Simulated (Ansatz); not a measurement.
## Fermi-surface data of Ti2PTe2 (R-3m)

Given:

```yaml
crystal:
  lattice:
    - [1.77334, 1.02384, 9.00205]
    - [-1.77334, 1.02384, 9.00205]
    - [0.00000, -2.04768, 9.00205]
  atoms:
    - { symbol: Ti, position: [0.61862, 0.61862, 0.61862] }
    - { symbol: Ti, position: [0.38138, 0.38138, 0.38138] }
    - { symbol: Te, position: [0.21876, 0.21876, 0.21876] }
    - { symbol: Te, position: [0.78124, 0.78124, 0.78124] }
    - { symbol: P, position: [0.00000, 0.00000, 0.00000] }
```

These are PBEsol+D3BJ, rigid bands (plane waves, PAW, scalar-relativistic; Ansatz, a quantum-chemistry and plane-wave program) values and carry that method's errors. Geometry: cell and atoms relaxed with PBEsol+d3bj.

```yaml
density of states at the Fermi level: 2.21 states/(eV·cell), both spins
bare Sommerfeld coefficient: 1.04 mJ/(mol of atoms·K²)
drude_plasma_energy: 3.8 (x), 3.8 (y), 2.8 (z) eV
root-mean-square Fermi velocity: 4.6e5 m/s
resistivity times τ: 34 (x), 34 (y), 63 (z) ×10⁻²² Ω·m·s
```

A metal at this level (no band gap); rigid bands, thermally averaged at 300 K, both spins. Spin-orbit coupling is left out. τ is one relaxation time for all states.

Computed structure, not matched to a measured one here, so possibly hypothetical: Ti2PTe2 (R-3m).
